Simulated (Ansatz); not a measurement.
CdS: energy against strain

CdS (wurtzite, P6_3mc, 23.850 Å³/atom at rest, c along z) under a strain ε along c (axis z), the other axes held. LDA in Ansatz, a plane-wave DFT program (PAW, default set), 420 eV, 9×9×5 Γ-centred mesh, Fermi-Dirac smearing 0.05 eV; ions are relaxed within the symmetry of each cell.

Here s stands for strain and y for E less E0.

| strain (%) | E less E0 (meV/atom) |
|---|---|
| -3.00 | ? |
| -1.20 | 1.14 |
| -0.60 | 0.29 |
| 0.00 | 0.00 |
| 0.60 | 0.27 |
| 1.20 | 1.09 |

The 5 complete rows are fitted with a parabola, y against s. Least squares gives y = 0.001 - 0.0200·s + 0.7738·s². Residuals (row less fit): 0.001, -0.002, -0.001, 0.002, -0.001; standard error 0.002 (degrees of freedom: 2). Twice the quadratic coefficient over the volume, 2 × 0.7738 meV × 10⁴ × 0.1602 / 23.850 Å³, is the elastic constant C33 = 104 ± 0.3 GPa.

Question: Predict the withheld y at s = -3.00 from the fit, and compare with the calculation.

Answer: y = 0.001 - 0.0200 × (-3.0) + 0.7738 × (-3.0)² = 7.025 meV/atom. The calculation gives 7.08 meV/atom, 0.055 meV/atom above the prediction (0.8 % of the range of y in the table). The row lies outside the fitted rows, so this is an extrapolation. The fitted rows scatter only by rounding.

One order more, fitted to all 11 runs of the series, follows each within 0.01, so the miss is the next term of a smooth law. Rows are the converged runs of the series near zero and its far end; series whose fitted rows scatter by over a few per cent of the range, as at a crossing or softening among them, aren't shown in this form. Most that stay on the fit to the last digits aren't either.
